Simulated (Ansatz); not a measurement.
## CdSe: energy against strain

CdSe (wurtzite, P6_3mc, 27.112 Å³/atom at rest, c along z) under an equal strain ε in the (0001) plane with the normal axis free, as in a coherent film. LDA in Ansatz, a plane-wave DFT program (PAW, default set), 420 eV, 9×9×5 Γ-centred mesh, Fermi-Dirac smearing 0.05 eV; ions are relaxed within the symmetry of each cell.

Here s stands for strain and y for E less E0.

| strain (%) | E less E0 (meV/atom) |
|---|---|
| -3.00 | ? |
| -1.20 | 2.22 |
| -0.60 | 0.55 |
| 0.00 | 0.00 |
| 0.60 | 0.55 |
| 1.20 | 2.18 |

Using a parabola, estimate the missing y at s = -3.00 from the other rows, showing the fit.

Least squares gives y = 0.000 - 0.0133·s + 1.5278·s². Residuals (row less fit): 0.004, -0.008, 0.000, 0.008, -0.004; standard error 0.009 (degrees of freedom: 2). Twice the quadratic coefficient over the volume, 2 × 1.5278 meV × 10⁴ × 0.1602 / 27.112 Å³, is twice the biaxial elastic modulus of this plane = 181 ± 0.8 GPa. At the withheld row, y = 0.000 - 0.0133 × (-3.0) + 1.5278 × (-3.0)² = 13.790 meV/atom. The calculation gives 14.05 meV/atom, 0.260 meV/atom above the prediction (1.9 % of the range of y in the table). The row lies outside the fitted rows, so this is an extrapolation. From the scatter of the fitted rows alone, a prediction at this place has a standard error of 0.058 meV/atom, so the miss is 4.5 times that.

One order more, fitted to all 11 runs of the series, follows each within 0.01, so the miss is the next term of a smooth law. Rows are the converged runs of the series near zero and its far end; series whose fitted rows scatter by over a few per cent of the range, as at a crossing or softening among them, aren't shown in this form. Most that stay on the fit to the last digits aren't either.
